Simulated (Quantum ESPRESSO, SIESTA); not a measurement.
A Quantum ESPRESSO input for a self-consistent single point of LaAl5Ni2 (Immm, 8 atoms in the cell) (DFT, PBEsol, plane waves, GBRV 1.5 ultrasoft (PBESOL) pseudopotentials):

```fortran
&control
    calculation = 'scf',
    prefix = 'laal5ni2',
    outdir = './out',
    pseudo_dir = './',
    verbosity = 'high',
    tprnfor = .true.,
    tstress = .true.,
/
&system
    ibrav = 0,
    nat = 8,
    ntyp = 3,
    ecutwfc = 50,
    ecutrho = 400,
    occupations = 'smearing',
    smearing = 'gauss',
    degauss = 0.019992,
/
&electrons
    conv_thr = 1.0d-10,
/
ATOMIC_SPECIES
La   138.9055  la_pbesol_v1.uspp.F.UPF
Al    26.9815  al_pbesol_v1.uspp.F.UPF
Ni    58.6934  ni_pbesol_v1.4.uspp.F.UPF
CELL_PARAMETERS angstrom
  -2.002270000     3.507095000     4.825430000
   2.002270000    -3.507095000     4.825430000
   2.002270000     3.507095000    -4.825430000
ATOMIC_POSITIONS angstrom
La    0.000000000    0.000000000    0.000000000
Al    0.000000000    3.507095000    0.000000000
Al    0.000000000    1.323016518    6.376516219
Al    2.002270000    2.184078482   -1.551086219
Al    2.002270000    2.184078482    1.551086219
Al    0.000000000    1.323016518    3.274343781
Ni    0.000000000    3.507095000    2.274900719
Ni    2.002270000    0.000000000    2.550529281
K_POINTS automatic
5 5 5  0 0 0
```

### Question
Translate this input to SIESTA.

### Answer
This is the input that was run; spellings and numerical settings could be chosen otherwise.

```
# files in the folder: La.psml Al.psml Ni.psml (PseudoDojo PBEsol standard)
SystemName  LaAl5Ni2
SystemLabel siesta

NumberOfAtoms                8
NumberOfSpecies              3
%block ChemicalSpeciesLabel
  1 57 La
  2 13 Al
  3 28 Ni
%endblock ChemicalSpeciesLabel
LatticeConstant              6.292343 Ang
%block LatticeVectors
    -0.318207383    0.557359159    0.766873325
     0.318207383   -0.557359159    0.766873325
     0.318207383    0.557359159   -0.766873325
%endblock LatticeVectors
AtomicCoordinatesFormat      Ang
%block AtomicCoordinatesAndAtomicSpecies
     0.000000000    0.000000000    0.000000000  1
     0.000000000    3.507095000    0.000000000  2
     0.000000000    1.323016518    6.376516219  2
     2.002270000    2.184078482   -1.551086219  2
     2.002270000    2.184078482    1.551086219  2
     0.000000000    1.323016518    3.274343781  2
     0.000000000    3.507095000    2.274900719  3
     2.002270000    0.000000000    2.550529281  3
%endblock AtomicCoordinatesAndAtomicSpecies

XC.functional                GGA
XC.authors                   PBEsol
PAO.BasisSize                DZP
PAO.EnergyShift              0.01 Ry
MeshCutoff                   300 Ry
%block kgrid.MonkhorstPack
    5   0   0  0.0
    0   5   0  0.0
    0   0   5  0.0
%endblock kgrid.MonkhorstPack
OccupationFunction           MP
OccupationMPOrder            0
ElectronicTemperature        272.0 meV

MaxSCFIterations             150
SCF.Mixer.Method             Pulay
SCF.Mixer.Weight             0.1
SCF.Mixer.History            6
SCF.DM.Tolerance             1.0E-05
Diag.ParallelOverK           true
WriteForces                  true
```

Basis settings and potentials, where a program has them, do not carry over. This input uses DFT, GGA PBEsol, numerical atomic orbitals DZP, PseudoDojo PBEsol standard norm-conserving potentials (rewritten from UPF to PSML).

The starting cell comes from a database of computed structures (which also holds hypothetical and non-ambient phases and stackings), without a prior relaxation at this level.
